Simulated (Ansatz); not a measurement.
# Bulk modulus of AlPd (P2₁3, No. 198, 8 atoms in the cell; start mp-7189) at several levels of theory

No measured value is used here.

| level (code) | value (GPa) | cell (Å³/atom) |
|---|---|---|
| LDA (Ansatz) | 178 | 13.90 |
| PBEsol (Ansatz) | 166 | 14.26 |
| r²SCAN (Ansatz) | 166 | 14.39 |

The crystal itself was run without spin with LDA, PBEsol, r²SCAN; a magnetic state was not tried in these runs. LDA, PBEsol, r²SCAN: the bulk modulus is −V dP/dV from two relaxed cells at ±2 % in volume. LDA, PBEsol, r²SCAN: the relaxation could not lower the start's symmetry, so the cell can be a saddle point above a distorted one. Each level is taken at its own relaxed cell. Cutoffs differ between the levels. Ansatz's density-functional and Hartree–Fock values are scalar-relativistic unless marked +SOC, with PAW data made under PBE.

A start named mp-… is a Materials Project structure, which need not be a measured phase.

Ansatz is a program for electronic structure.
